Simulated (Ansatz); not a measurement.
Ansatz (a program for electronic structure) run on ScSi₂Ni₂ (I4mm, 5 atoms in the cell): self-consistent single point.

Method: PBEsol, default PAW files made with PBE (plane waves; Ansatz).

The change in words: lattice scaled by 0.98; kpoints.mp_grid.grid: 12 12 12 → 13 13 13; scf.occupations.width: 0.1 eV → 0.05 eV. Reference geometry:
```
Sc(SiNi)2
1.0
   -1.89698     1.89698     4.73090
    1.89698    -1.89698     4.73090
    1.89698     1.89698    -4.73090
Sc Si Ni
1 2 2
Cartesian
  0.00000   0.00000   0.05000
  0.00000   0.00000   5.88581
  0.00000   0.00000   3.57600
  1.89698   0.00000   2.36545
  0.00000   1.89698   2.36545
```

Reference input (self-consistent single point, DFT, PBEsol, plane waves, default PAW files made with PBE): basis.ecutwfc = 420 eV; kpoints.mp_grid.grid = 12 12 12; hamiltonian.xc = pbesol; hamiltonian.pseudopotentials = {kind: paw} (the program's default PAW files); scf.occupations.method = fermi_dirac; scf.occupations.width = 0.1 eV. This run's input differs from it in these lines:

Ansatz 0.2 input:
```diff
@@ -2,5 +2,5 @@
   lattice:
-    - [-1.896982, 1.896982, 4.730905]
-    - [1.896982, -1.896982, 4.730905]
-    - [1.896982, 1.896982, -4.730905]
+    - [-1.859042, 1.859042, 4.636287]
+    - [1.859042, -1.859042, 4.636287]
+    - [1.859042, 1.859042, -4.636287]
   atoms:
@@ -15,3 +15,3 @@
   mp_grid:
-    grid: [12, 12, 12]
+    grid: [13, 13, 13]
 hamiltonian:
@@ -23,3 +23,3 @@
     method: fermi_dirac
-    width: 0.1
+    width: 0.05
 output:
```

Output (repeated stretches shortened):

```
SCF iter   1: F=—  HF=-14968.498494 eV  |F-HF|=—  |Δ(HF+E_count)|=         —  Δρ=1.54e-2  dr2=9.90e-2  ethr=1.77e-3  ⟨swp⟩=5.9  Hψ=25931  notcnv=0
all-band conjugate gradients solve this SCF's bands
preconditioner: auto → Kerker (q_TF=auto, 2.660 Å⁻¹)
SCF iter   2: F=—  HF=-14968.487045 eV  |F-HF|=—  |Δ(HF+E_count)|=   1.14e-2  Δρ=2.33e-3  dr2=3.81e-3  ethr=1.80e-4  ⟨swp⟩=2.4  Hψ=11525  notcnv=0  defer=48
   [... lines left out ...]
SCF iter   4: F=—  HF=-14968.486395 eV  |F-HF|=—  |Δ(HF+E_count)|=   2.05e-4  Δρ=2.20e-4  dr2=4.59e-5  ethr=2.20e-6  ⟨swp⟩=2.5  Hψ=9888  notcnv=0  defer=48
SCF iter   5: F=—  HF=-14968.486423 eV  |F-HF|=—  |Δ(HF+E_count)|=   2.81e-5  Δρ=4.44e-5  dr2=1.35e-6  ethr=8.35e-8  ⟨swp⟩=2.0  Hψ=10100  notcnv=0  defer=48
SCF iter   6: F=—  HF=-14968.486424 eV  |F-HF|=—  |Δ(HF+E_count)|=   5.62e-7  Δρ=2.48e-5  dr2=4.14e-7  ethr=1.82e-10  ⟨swp⟩=6.6  Hψ=28567  notcnv=0
SCF iter   7: F=-14968.486424 eV  HF=-14968.486424 eV  |F-HF|=4.93e-9  |Δ(HF+E_count)|=   4.48e-8  Δρ=3.74e-6  dr2=9.35e-9  ethr=1.82e-10  ⟨swp⟩=3.0  Hψ=24134  notcnv=0
SCF 1 converged in 7 iterations: F = -14968.486424 eV  dr2 = 9.35e-9
Free energy (F): -14968.486424 eV
Internal energy: -14968.460636 eV  (E = F + TS)
E sigma→0 (E₀):  -14968.473530 eV
Entropy (-TS):   -0.025787 eV (-5.157 meV/atom)
Fermi energy:    14.546017 eV
--- Forces (eV/Å), atoms counted from 1 ---
  atom   1  Sc    -0.00000000    -0.00000000    -0.32797695
  atom   2  Si     0.00000000    -0.00000000    -0.20161860
  atom   3  Si    -0.00000000     0.00000000     0.33304089
  atom   4  Ni    -0.00000000     0.00000000     0.09827506
  atom   5  Ni     0.00000000    -0.00000000     0.09827506
--- Stress (GPa, compression-positive) ---
        9.774523       0.000000      -0.000000
        0.000000       9.774523       0.000000
       -0.000000      -0.000000      11.643221
  P = ⅓ Tr σ = 10.3974 GPa (103.974 kbar)
  The stress holds the Pulay correction. Without it, at fixed plane waves, as pw.x and ABINIT print it: P = 10.3451 GPa
```

The run converged in 7 iterations. Against the reference run the free energy rises by 31.1 meV/atom, the pressure goes from -0.51 to 10.40 GPa and the largest force goes from 0.255 to 0.333 eV/Å.

The starting cell comes from a database of computed structures (which also holds hypothetical and non-ambient phases and stackings), without a prior relaxation at this level. Its lattice was rescaled by up to half a per cent. One atom was moved a little off its site on purpose. For this run, on top of that: lattice scaled by 0.98. Spin polarisation is off. With a pressure of about 10 GPa the cell is away from its equilibrium volume at this level. Ansatz's pressure includes its estimate of the finite-basis (Pulay) stress.

Cost on one core of a shared machine: roughly 30 s.
